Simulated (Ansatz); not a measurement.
The parent structure is PbS in the rock salt structure (space group Fm-3m, No. 225).

```yaml
crystal:
  lattice:
    - [0.00000, 2.98736, 2.98736]
    - [2.98736, 0.00000, 2.98736]
    - [2.98736, 2.98736, 0.00000]
  atoms:
    - { symbol: Pb, position: [0.00000, 0.00000, 0.00000] }
    - { symbol: S, position: [0.50000, 0.50000, 0.50000] }
```

Cartesian axes are those of the cell as printed.

Calculations: Ansatz (an electronic-structure program) r2SCAN, no spin-orbit coupling.

Base values:

The band gap is 0.69 eV.

One thing is altered: biaxial strain −1.00 %, plane normal [001], relaxed out of plane (Cartesian); in-plane vectors clamped, the third vector and the atoms free.

Q: Estimate the effect on the out-of-plane strain.

A: The out-of-plane strain is +0.25 %.

Q: What does the calculation give for the band gap after the change?

A: The band gap drops by 0.07 eV (0.69 eV → 0.62 eV).

Spin-orbit coupling, missing from the scalar runs, can matter with Pb. No phonon test of stability was made.
